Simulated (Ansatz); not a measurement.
Functionals compared on the (31-42) surface of hcp Ti in its 1x1 cell, outermost plane spacing 0.23 Å in the ideal cut, in Ansatz (plane waves, PAW). The structure was relaxed with PBE; the other rows are single points on it, each with its references at the same level. Cutoff 420 eV (500 eV for r2SCAN).

Set-up: 32 atoms, 10.4 Å thick at the start (thin: gaps and levels are the slab's own); mesh 6x5x1; 0.1 eV smearing; dipole correction on; all atoms relaxed; start symmetry kept, larger cells not searched; no spin, no spin-orbit, no U. These notes are the PBE run's.

| functional | surface energy (J/m²) | work function of the top face (eV) | rough cost of the single point |
|---|---|---|---|
| PBE | 2.00 | 3.63 | – |
| LDA | 2.25 | 3.84 | around 4 core-minutes (rough) |
| PBEsol | 2.18 | 3.69 | about 5 core-minutes (a rough figure) |
| RPBE | … | … | roughly 6 core-minutes |
| r2SCAN | 2.17 | 3.66 | roughly 11 core-minutes |

Problem. What belongs in the gaps?

Solution. 
- RPBE, surface energy (J/m²): 1.85
- RPBE, work function of the top face (eV): 3.51

Ansatz is a first-principles code.
